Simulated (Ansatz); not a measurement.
What a tighter setting buys: basis.ecutwfc, Cs2AgSbCl6 (Fm-3m, 10 atoms in the cell)

Cell: a = 7.4176 Å, b = 7.4176 Å, c = 7.4176 Å, α = 60.00°, β = 60.00°, γ = 60.00°.

Method: PBEsol, default PAW files made with PBE (plane waves; Ansatz, a quantum-chemistry and plane-wave program).

Base settings: basis.ecutwfc = 420 eV; kpoints.mp_grid.grid = 4 4 4; hamiltonian.xc = pbesol; hamiltonian.pseudopotentials = {kind: paw} (the program's default PAW files); scf.occupations.method = methfessel_paxton; scf.occupations.width = 0.05 eV.

Misses are taken against the tightest run, 840 eV, which need not be fully converged itself. The energy is the free energy per atom.

The count of work is k-points × plane waves × bands × iterations; it is no time, and leaves out set-up, grids and terms that scale otherwise. 

Ansatz's pressure holds its estimate of the finite-basis (Pulay) stress, which hides part of the cutoff error; the uncorrected pressure shows it.

The starting cell was generated: these elements placed on a structure prototype, without a prior relaxation; it need not be a known phase or ordering of this composition. Ansatz's pressure includes its estimate of the finite-basis (Pulay) stress.

The runs (basis.ecutwfc): 170 eV | 210 eV | 250 eV | 295 eV | 335 eV | 380 eV | 420 eV | 485 eV | 545 eV | 630 eV | 735 eV | 840 eV.

Which is the coarsest setting among those run that, with all tighter ones, holds the energy within 10 meV/atom of the reference, and what does it save?

335 eV, off by 4.4 meV/atom; it needs 0.25 of the reference's count of work.

Which is the coarsest setting among those run that, with all tighter ones, holds the energy within 2 meV/atom of the reference, and what does it save?

380 eV, off by 0.84 meV/atom; it needs 0.31 of the reference's count of work.

What does the step from 170 eV to 630 eV buy?

It takes the miss in the energy from 7200 to 0.04 meV/atom, for 5.6 times the count of work.

| basis.ecutwfc | energy less reference (meV/atom) | pressure less reference (GPa) | largest difference in the force on any atom (eV/Å) | uncorrected pressure less reference (GPa) | count of work / reference |
|---|---|---|---|---|---|
| 170 eV | 7184.57 | -2.28 | 0.318 | -172.85 | 0.12 |
| 210 eV | 1551.17 | 0.19 | 0.161 | -47.94 | 0.14 |
| 250 eV | 289.16 | 0.25 | 0.018 | -11.50 | 0.19 |
| 295 eV | 35.59 | 0.04 | 0.001 | -1.91 | 0.23 |
| 335 eV | 4.36 | 0.00 | 0.001 | -0.28 | 0.25 |
| 380 eV | 0.84 | 0.00 | 0.001 | -0.02 | 0.31 |
| 420 eV | 0.54 | 0.00 | 0.000 | -0.01 | 0.35 |
| 485 eV | 0.20 | 0.00 | 0.000 | 0.00 | 0.43 |
| 545 eV | 0.10 | 0.00 | 0.000 | 0.00 | 0.52 |
| 630 eV | 0.04 | 0.00 | 0.000 | 0.00 | 0.65 |
| 735 eV | 0.01 | 0.00 | 0.000 | 0.00 | 0.82 |
| 840 eV | 0.00 | 0.00 | 0.000 | 0.00 | 1.0 |

Keys are those of Ansatz 0.2.
